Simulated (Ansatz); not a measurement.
Base system: Pd in the fcc (Cu type) structure (space group Fm-3m, No. 225; a = 3.9453 Å; relaxed with 0.1 eV smearing). Axes: x, y, z lie along the cube axes.

Calculations: Ansatz (a quantum-chemistry and plane-wave program) PBE, scalar-relativistic without spin-orbit coupling, earlier PAW set.

Modification: an isotropic linear strain of +2.93 %, atoms relaxed at fixed cell.

Task: Predict the stress tensor and what it implies for the stiffness.

Result: Stress of the strained cell less that of the base (GPa, compression positive):
```
  -11.3     0.0     0.0
    0.0   -11.3     0.0
    0.0     0.0   -11.3
```

Then B = −ΔP/(ΔV/V₀) with ΔV/V₀ = 0.0905 gives secant stiffness values (nonlinear terms included at this strain): B ≈ 125 GPa.

As a check, the harmonic strain energy −½ V₀ Δσ:ε is 48 meV/atom; the computed energy rise is 54 meV/atom.

Stability against distortions was not tested. The final runs are not spin-polarised. Pd lies near a magnetic instability that expansion can trigger; it was not tested.
